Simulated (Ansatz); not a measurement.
# Several settings converged on ZrCu₅ (R3m, 6 atoms in the cell)

```
ZrCu5
1.0
    0.00000     3.42178     3.42178
    3.42178     0.00000     3.42178
    3.42178     3.42178     0.00000
Zr Cu
1 5
Cartesian
  0.02887   0.02887   0.02887
  5.13267   5.13267   5.13267
  4.27113   2.57243   4.27113
  2.57243   2.57243   2.57243
  2.57243   4.27113   4.27113
  4.27113   4.27113   2.57243
```

Base method: LDA (PW92), default PAW files made with PBE (plane waves; Ansatz, a quantum-chemistry and plane-wave program).

Base settings: basis.ecutwfc = 420 eV; kpoints.mp_grid.grid = 8 8 8; hamiltonian.xc = lda; hamiltonian.pseudopotentials = {kind: paw} (the program's default PAW files); scf.occupations.method = fermi_dirac; scf.occupations.width = 0.1 eV.

The count of work is k-points × plane waves × bands × iterations; it is no time. Core times come from one kind of shared machine, to one figure; runs under 30 s give none.

**Shifted k-point meshes**

In this ladder: kpoints.mp_grid.shift = 0.5 0.5 0.5.

Only quantities that move along the ladder and can be compared are tabulated.

```csv
kpoints.mp_grid.grid,free energy less the last step's (meV/atom),pressure (GPa),largest difference of a force vector from the last step's (eV/Å),count of work / last
2 2 2,19.94,-8.71,0.114,0.0044
4 4 4,0.09,-8.80,0.073,0.018
6 6 6,0.31,-8.82,0.015,0.049
8 8 8,0.03,-8.83,0.001,0.11
10 10 10,-0.01,-8.83,0.002,0.19
18 18 18,0.00,-8.83,0.000,1.0
```

Coarsest kpoints.mp_grid.grid that holds the pressure within 0.1 GPa of the last step, with all finer ones: 4 4 4, at 0.018 of the last step's count of work; the step before is off by 0.12 GPa.

Coarsest kpoints.mp_grid.grid that holds the forces within 0.01 eV/Å of the last step, with all finer ones: 8 8 8, at 0.11 of the last step's count of work; the step before is off by 0.015 eV/Å.

Coarsest kpoints.mp_grid.grid that holds the free energy within 2 meV/atom of the last step, with all finer ones: 4 4 4, at 0.018 of the last step's count of work; the step before is off by 20 meV/atom.

**The k-point mesh at a smearing width of 0.05 eV**

In this ladder: scf.occupations.width = 0.05 eV.

Only quantities that move along the ladder and can be compared are tabulated.

| kpoints.mp_grid.grid | free energy less the last step's (meV/atom) | pressure (GPa) | largest difference of a force vector from the last step's (eV/Å) | count of work / last | core time / last (rough) |
|---|---|---|---|---|---|
| 3 3 3 | 55.20 | -8.75 | 0.070 | 0.0069 | – |
| 5 5 5 | 3.09 | -8.88 | 0.028 | 0.019 | – |
| 8 8 8 | -1.67 | -8.87 | 0.012 | 0.067 | – |
| 11 11 11 | -0.17 | -8.85 | 0.002 | 0.15 | 0.1 |
| 13 13 13 | 0.02 | -8.85 | 0.003 | 0.24 | 0.2 |
| 20 20 20 | 0.00 | -8.85 | 0.000 | 1.0 | 1 |

Coarsest kpoints.mp_grid.grid that holds the pressure within 0.05 GPa of the last step, with all finer ones: 5 5 5, at 0.019 of the last step's count of work; the step before is off by 0.10 GPa.

Coarsest kpoints.mp_grid.grid that holds the forces within 0.01 eV/Å of the last step, with all finer ones: 11 11 11, at 0.15 of the last step's count of work and about 0.1 of the last step's time; the step before is off by 0.012 eV/Å.

Coarsest kpoints.mp_grid.grid that holds the free energy within 5 meV/atom of the last step, with all finer ones: 5 5 5, at 0.019 of the last step's count of work; the step before is off by 55 meV/atom.

**The mesh under tetrahedron occupations**

In this ladder: scf.occupations.method = tetrahedron; scf.occupations.width = default.

Only quantities that move along the ladder and can be compared are tabulated.

| kpoints.mp_grid.grid | free energy less the last step's (meV/atom) | pressure (GPa) | largest difference of a force vector from the last step's (eV/Å) | count of work / last | core time / last (rough) |
|---|---|---|---|---|---|
| 4 4 4 | 1.91 | -9.01 | 0.047 | 0.022 | – |
| 7 7 7 | -2.01 | -8.90 | 0.011 | 0.073 | – |
| 10 10 10 | -0.94 | -8.87 | 0.010 | 0.17 | 0.2 |
| 16 16 16 | 0.07 | -8.85 | 0.002 | 0.62 | 0.6 |
| 19 19 19 | 0.00 | -8.85 | 0.000 | 1.0 | 1 |

Coarsest kpoints.mp_grid.grid that holds the free energy within 0.5 meV/atom of the last step, with all finer ones: 16 16 16; the step before is off by 0.94 meV/atom.

Coarsest kpoints.mp_grid.grid that holds the forces within 0.02 eV/Å of the last step, with all finer ones: 7 7 7, at 0.073 of the last step's count of work; the step before is off by 0.047 eV/Å.

Coarsest kpoints.mp_grid.grid that holds the pressure within 0.1 GPa of the last step, with all finer ones: 7 7 7, at 0.073 of the last step's count of work; the step before is off by 0.16 GPa.

On the base run: the starting cell comes from a database of computed structures (which also holds hypothetical and non-ambient phases and stackings), without a prior relaxation at this level. Its lattice was rescaled by up to half a per cent. One atom was moved a little off its site on purpose. Spin polarisation is off. In the base run, with a pressure of about -9 GPa the cell is away from its equilibrium volume at this level. Ansatz's pressure includes its estimate of the finite-basis (Pulay) stress.

Keys are those of Ansatz 0.2.
